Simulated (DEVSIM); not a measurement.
Structure: abrupt In0.53Ga0.47As n-p junction, at 300 K.

| layer (left to right) | material | thickness (μm) | Nd (cm⁻³) | Na (cm⁻³) | τn (s) | τp (s) |
|---|---|---|---|---|---|---|
| 1 | In0.53Ga0.47As | 1.20 | 4.7e15 | - | 4.9e-9 | 4.9e-9 |
| 2 | In0.53Ga0.47As | 22.0 | - | 4.4e15 | 4.9e-9 | 4.9e-9 |

Left contact: ohmic. Right contact: ohmic. Voltage is applied to the left contact. Recombination: SRH at mid-gap, Auger. Mobility is μmin + (μ − μmin)/(1 + (N/Nref)^α).

This is a model device: material constants are rounded textbook-type values typed into the input, and sizes, dopings and lifetimes were drawn at random. Values at 300 K; Nc and Nv go as T^1.5, mobilities as T to minus their exponent, the gap by Varshni's rule with the affinity fixed.

| parameter | In0.53Ga0.47As |
|---|---|
| gap (eV) | 0.74 |
| affinity (eV) | 4.51 |
| permittivity | 13.9 |
| Nc (cm⁻³) | 2.1e17 |
| Nv (cm⁻³) | 7.7e18 |
| μn (cm²/Vs) | 12000 |
| μp (cm²/Vs) | 300 |
| μn,min | 300 |
| μp,min | 10 |
| Nref,n | 1.3e17 |
| Nref,p | 4.9e17 |
| αn | 0.48 |
| αp | 0.4 |
| T exponent of μn | 1.6 |
| T exponent of μp | 1.6 |
| Cn (cm⁶/s) | 5e-29 |
| Cp (cm⁶/s) | 5e-29 |
| Varshni α (eV/K) | 0.00035 |
| Varshni β (K) | 190 |

Simulated with DEVSIM: 1D drift-diffusion, Boltzmann statistics, complete ionisation; no tunnelling, impact ionisation, image-force lowering or self-heating.

The temperature was swept, all else fixed.

| temperature (K) | potential step across the device at zero bias (V) | largest field in the device at zero bias (V/cm) | dark forward voltage at 100 A/cm² (V) |
|---|---|---|---|
| 250 | 0.524 | 17000 | 0.684 |
| 300 | 0.449 | 15000 | 0.669 |
| 350 | 0.371 | 14000 | 0.657 |
| 400 | 0.291 | 12000 | 0.646 |
| 450 | 0.210 | [?] | [?] |
| 500 | 0.130 | 6700 | 0.490 |

Task: What belongs in the gaps?

Result: 
- 450, largest field in the device at zero bias (V/cm): 9200
- 450, dark forward voltage at 100 A/cm² (V): 0.618
